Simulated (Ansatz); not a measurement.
Data:

```yaml
crystal:
  lattice:
    - [-1.67784, 1.67784, 1.67784]
    - [1.67784, -1.67784, 1.67784]
    - [1.67784, 1.67784, -1.67784]
  atoms:
    - { symbol: Ta, position: [0.00000, 0.00000, 0.00000] }
```

No spin polarisation.

All numbers come from Ansatz (a program for electronic structure), r2SCAN, PAW, cutoff 500 eV, scalar-relativistic without spin-orbit coupling. k-mesh 28×28×28 (Γ-centred); smearing 0.1 eV (Fermi–Dirac).

Task: Estimate the band gap.

Result: Zero.

Task: Predict the pressure.

Result: -8.3 GPa.

Task: Estimate the space group.

Result: Im-3m (No. 229).

The cells carry an imposed strain or load. No phonon test of stability was made. All final runs are without spin polarisation. The cell was made from Ta in the bcc (W type) structure (space group Im-3m, No. 229) by this change: isotropic strain +1.50 %.
